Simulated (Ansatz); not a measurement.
H on the 1x1 (100) surface of fcc Cu, one in a 2x2 cell, energies for each (26.4 Å²). Energies are against ½ H2(g), without zero-point or thermal terms; each row is named by its start.

Level of theory: PBE (plane waves to 420 eV, PAW; Ansatz, an electronic-structure program).

Model: 17-atom slab, 5.3 Å thick at the start under the adsorbate (thin: gaps and levels are the slab's own), 6x6x1 mesh, Fermi-Dirac 0.1 eV, dipole correction, 8 atoms held, the rest relaxed; each run with such symmetry as its start has; no spin, no spin-orbit, no U, no dispersion correction.

A negative adsorption energy means that the adsorbate is more stable on the surface than in its reference. Heights count from the host atoms within 0.3 Å of the top one.

```tsv
starting site	E_ads (eV)	height (Å)	nearest host atom (Å)	bonded to	Δ work function (eV)	lateral drift (Å)
top Cu	0.40	1.54	Cu 1.51	Cu	0.49	0.0
hollow Cu-Cu-Cu-Cu over Cu at depth 1.8 Å	-0.15	0.58	Cu 1.88	4 Cu	0.00	0.0
bridge Cu-Cu (span 2.6 Å)	-0.08	1.08	Cu 1.64	2 Cu	0.19	0.0
```
